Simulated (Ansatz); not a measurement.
# CdS: pressure series

Take CdS in the zinc blende structure (space group F-43m, No. 216; a = 5.878 Å) as the base.

Cell and atoms are relaxed at each pressure.

All numbers come from Kohn–Sham DFT with the r2SCAN functional, run in Ansatz (a quantum-chemistry and plane-wave program) with PAW and 500 eV plane waves, without spin-orbit coupling.

Notes on the quantities. enthalpy: H = E + PV relative to the base's energy.

| case | band gap | lattice parameter a | enthalpy |
|---|---|---|---|
| base | 1.54 eV | 5.878 Å | – |
| pressure −2 GPa | 1.46 eV | 5.948 Å | -0.32 eV/atom |
| pressure −1 GPa | 1.50 eV | 5.912 Å | -0.16 eV/atom |
| pressure 3 GPa | 1.64 eV | 5.791 Å | +0.46 eV/atom |
| pressure 7 GPa | 1.75 eV | 5.697 Å | +1.06 eV/atom |
| pressure 15 GPa | 1.90 eV | 5.555 Å | +2.16 eV/atom |
| pressure 30 GPa | 2.08 eV | 5.370 Å | +4.07 eV/atom |
| pressure 50 GPa | (withheld) | (withheld) | +6.37 eV/atom |
| pressure 75 GPa | 2.29 eV | 5.056 Å | +8.99 eV/atom |
| pressure 100 GPa | 2.32 eV | 4.945 Å | +11.43 eV/atom |

**Question.** Complete the table.

**Answer.** 
- pressure 50 GPa, band gap: 2.21 eV
- pressure 50 GPa, lattice parameter a: 5.204 Å

Load acts through the strain it causes; cell and atoms are relaxed under it. Stability against distortions was not tested. Tetrahedral semiconductors of this kind turn to denser phases somewhere between about 1 and 50 GPa; those were not computed, so compressed cells here can lie past the real transition.
